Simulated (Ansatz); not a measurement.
Relaxation of the outer planes of the (211) surface of bcc Li in its 1x1 cell, outermost plane spacing 1.40 Å in the ideal cut.

Level of theory: PBE (plane waves to 420 eV, PAW; Ansatz, a program for electronic structure).

Slab: 8 atoms, 9.8 Å thick at the start (thin: gaps and levels are the slab's own); k 13x8x1, smearing 0.1 eV, dipole-corrected; all atoms relaxed; start symmetry kept, larger cells not searched; no spin, no spin-orbit, no U.

```csv
plane,atoms,bulk spacing to the next (Å),relaxed spacing (Å),change (%),rumpling (Å)
1,Li,1.403,[?],[?],0.00
2,Li,1.403,1.388,-1.1,0.00
```

### Question
Fill in the missing entries.

### Answer

- 1, relaxed spacing (Å): 1.313
- 1, change (%): -6.4
